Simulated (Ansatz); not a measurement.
**Li interstitial (zinc-blende BAs host)**

Method: PBE, PAW (plane waves to 420 eV; Ansatz, a program for electronic structure). A 2×2×2 supercell of 64 sites was used; the energies come from a 2×2×2 shifted sampling of its zone. Site at the start: void with 4B nearest. Charged cells carry a point-charge image correction with potential alignment at far atoms. Dielectric constants: PBE linear response of the host. Host gap at this level: 1.20 eV. Finite-size and sampling errors can reach tenths of an eV here. The semilocal functional narrows the gap, so deep levels can fall outside it. Spin–orbit coupling is left out. Each state is the lowest found from its start.

The name describes the start; the neighbours show where the added atom ended.

```csv
charge,moment (μB),largest move off a lattice site (Å),neighbours of the added atom at the end (Å),image correction with alignment (eV)
+1,not spin-polarised,0.06,"B 2.12, B 2.12, B 2.12, B 2.12",0.28
0*,fractional,0.06,"B 2.13, B 2.13, B 2.13, B 2.13",–
```

* At this level the carrier isn't localised at the defect: at charge 0 electrons occupy the conduction band. Such a state is shallow or no state of the defect, and this cell gives it no level.

No other site or start that was run ended lower by more than 0.1 eV.
